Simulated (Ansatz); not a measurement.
For InP (zinc blende, F-43m) at 650 K, quasi-harmonic approximation with LDA density-functional theory in Ansatz (plane waves, PAW) gives a volume expansion coefficient α_V = 17.13 × 10⁻⁶ K⁻¹, an isothermal bulk modulus B_T = 64.8 GPa, a molar volume V_m = 30.120 cm³/mol and C_V = 48.79 J/(mol K). Dynamical quadrupoles are not included in the interpolation of the phonons between the solved wave vectors.

Work out the Grüneisen parameter, C_P and the adiabatic bulk modulus.

γ = α_V B_T V_m / C_V = 0.69. C_P − C_V = α_V² B_T V_m T = 0.37 J/(mol K), so C_P = 49.16 J/(mol K). B_S = B_T C_P/C_V = B_T (1 + α_V γ T) = 65.3 GPa.

The PAW data sets were generated under PBE and serve the other functionals too.

Ansatz is a quantum-chemistry and plane-wave program.
